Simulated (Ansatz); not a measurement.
The reference is SiC in the wurtzite structure (space group P6_3mc, No. 186).

```cif
data_C2Si2
_chemical_formula_sum 'Si2 C2'
_space_group_name_H-M_alt 'P63mc'
_space_group_IT_number 186
_space_group_name_Hall 'P 6c -2c'
_cell_length_a 3.05640
_cell_length_b 3.05640
_cell_length_c 5.01582
_cell_angle_alpha 90.000
_cell_angle_beta 90.000
_cell_angle_gamma 120.000
loop_
_atom_site_label
_atom_site_type_symbol
_atom_site_symmetry_multiplicity
_atom_site_Wyckoff_symbol
_atom_site_fract_x
_atom_site_fract_y
_atom_site_fract_z
_atom_site_occupancy
Si1 Si 2 b 0.66667 0.33333 0.49959 1
C1 C 2 b 0.33333 0.66667 0.37541 1
```

Calculations: Ansatz (a program for electronic structure), LDA, PAW, cutoff 420 eV, no spin-orbit coupling.

Base values:

| Property | Value |
|---|---|
| Band gap | 2.13 eV |
| Valence-band top at Γ | 0.00, 0.00, -0.11 eV |
| Pressure | 0.00 GPa |
| Electron mass | 0.26 mₑ along c, 0.43 mₑ across (at K) |

Perturbation: the cell is scaled by 1.0240 in all directions; the atoms relax in the strained cell.

Task: How does this affect the band gap?

Result: The band gap goes up by 0.13 eV, from 2.13 eV to 2.26 eV.

Task: How does this affect the valence-band top at Γ?

Result: The valence-band top at Γ (three highest levels, from the VBM) becomes 0.00, 0.00, -0.10 eV (base: 0.00, 0.00, -0.11 eV).

Task: Predict the new energy relative to the base.

Result: The energy rises by 35 meV/atom.

Task: Predict the new pressure.

Result: The pressure (mean of the normal stresses, compression positive) goes from zero to -14.26 GPa.

Task: What does the calculation give for the electron mass after the change?

Result: The electron mass becomes 0.27 mₑ along c, 0.44 mₑ across (at K) (base: 0.26 mₑ along c, 0.43 mₑ across (at K)).

Masses are band curvatures over ±0.01 Å⁻¹ around the edge. No phonon test of stability was made.
